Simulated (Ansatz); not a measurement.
Consider InAs in the zinc blende structure (space group F-43m, No. 216; a = 6.026 Å). Axes: x, y, z lie along the cube axes.

All numbers come from Kohn–Sham DFT with the LDA functional, run in Ansatz (an electronic-structure program) with PAW and 420 eV plane waves, no spin-orbit coupling.

Strains are applied to the cell and any free atomic positions relax; under biaxial strain the out-of-plane vector relaxes too.

One change was made to it. Results:

The energy increases by 1.5 meV/atom; the band gap remains zero; the volume per atom drops by 0.31 Å³ to 27.04 Å³; the pressure (mean of the normal stresses, compression positive) goes from zero to 0.7 GPa.

Q: Which change produced these results?
A. biaxial strain +2.08 %, plane normal [111], relaxed out of plane
B. biaxial strain −2.50 %, plane normal [111], relaxed out of plane
C. biaxial strain −0.83 %, plane normal [111], relaxed out of plane
D. biaxial strain +1.67 %, plane normal [111], relaxed out of plane

A: C, biaxial strain −0.83 %, plane normal [111], relaxed out of plane. For comparison, the energy relative to the base in the other runs: biaxial strain +2.08 %, plane normal [111], relaxed out of plane gives +8.7 meV/atom; biaxial strain −2.50 %, plane normal [111], relaxed out of plane gives +14 meV/atom; biaxial strain +1.67 %, plane normal [111], relaxed out of plane gives +5.7 meV/atom.

A case with no gap was solved on a k-mesh chosen for an insulator, which is coarse for it. Stability against distortions was not tested. The final runs are not spin-polarised. Gaps under 0.05 eV, about the width of the smearing, are given as zero. A zero or small gap of InAs can be the functional's error rather than a property of the material.
